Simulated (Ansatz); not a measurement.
Start from Bi$_{2}$Se$_{3}$ in the Bi2Te3 type structure (space group R-3m, No. 166).

```
CELL_PARAMETERS angstrom
      2.07230     1.19644     9.75526
     -2.07230     1.19644     9.75526
      0.00000    -2.39289     9.75526
ATOMIC_POSITIONS crystal
  Bi 0.39938 0.39938 0.39938
  Bi 0.60062 0.60062 0.60062
  Se 0.00000 0.00000 0.00000
  Se 0.21420 0.21420 0.21420
  Se 0.78580 0.78580 0.78580
```

Method: Ansatz (a quantum-chemistry and plane-wave program) r2SCAN+rVV10, no SOC.

One change was made to it. Results:

| quantity | base | after |
|---|---|---|
| band gap | 0.60 eV | 0.22 eV |
| volume per atom | 29.02 Å³ | 25.41 Å³ |
| valence-band top at Γ (three highest levels, from the VBM) | 0.00, -1.23, -1.23 eV | 0.00, -1.77, -1.77 eV |

Which of these changes matches the shifts?
A) pressure 0.7 GPa
B) pressure 0.3 GPa
C) pressure 1.5 GPa
D) pressure 7.5 GPa

D, pressure 7.5 GPa. For comparison, the band gap in the other runs: pressure 0.7 GPa gives 0.52 eV; pressure 1.5 GPa gives 0.45 eV; pressure 0.3 GPa gives 0.56 eV.

Spin-orbit coupling, missing from the scalar runs, can matter with Bi. Load acts through the strain it causes; cell and atoms are relaxed under it. Stability against distortions was not tested. Competing high-pressure phases were not computed. The zero or small gap of Bi2Se3 under pressure 7.5 GPa can change with the level of theory.
